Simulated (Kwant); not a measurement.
Device: wire with a row of barriers in a CdTe two-dimensional gas. Effective mass 0.096 mₑ, grid spacing 2.7 nm, hard walls, nominal width 80 nm (29 grid rows, so walls 81 nm apart), one parabolic valley, scattering region 270 nm long along x; energies count from the band bottom; Fermi energy swept from 0.00048962 to 0.0058143 eV. 2 barrier(s) across the wire, height 0.019 eV, thickness 8.1 nm (about 3 grid columns), spaced by 21.6 nm.

Constants are typed, rounded textbook-type inputs, not results; the design itself was drawn at random and stands for no fabricated device.

Computed with Kwant: effective-mass tight-binding model on a square grid, one spin, coherent transport at 0 K. Conductance is in e²/h.

```csv
E (meV),A,B,C,D,E
0.4896,0,0,0,0,0
0.7910,2.0e-5,0.00052,0.00013,7.3e-6,4.7e-5
1.092,6.7e-5,0.0019,0.00045,2.4e-5,0.00016
1.427,0.00016,0.0049,0.0011,5.6e-5,0.00039
1.729,0.00030,0.010,0.0022,0.00010,0.00075
2.030,0.00053,0.021,0.0042,0.00018,0.0014
2.365,0.0010,0.048,0.0086,0.00033,0.0027
2.666,0.0018,0.11,0.018,0.00058,0.0051
2.968,0.0035,0.27,0.039,0.0010,0.010
3.303,0.0075,0.75,0.11,0.0021,0.025
3.604,0.017,0.99,0.36,0.0042,0.066
3.905,0.050,0.68,0.99,0.0098,0.25
4.240,0.31,0.47,0.54,0.036,0.99
4.542,0.71,0.44,0.28,0.29,0.33
4.843,0.16,0.60,0.21,0.33,0.15
5.178,0.072,1.10,0.26,0.058,0.11
5.479,0.062,1.08,0.62,0.031,0.15
5.814,0.12,0.71,0.99,0.031,0.56
```

### Question
Column A is the base. The others each differ by one change: barrier height 0.019 → 0.0095 eV; barrier height 0.019 → 0.013 eV; barrier height 0.019 → 0.016 eV; barrier height 0.019 → 0.023 eV. Which is which?

### Answer
B: barrier height 0.019 → 0.0095 eV; C: barrier height 0.019 → 0.013 eV; D: barrier height 0.019 → 0.023 eV; E: barrier height 0.019 → 0.016 eV.
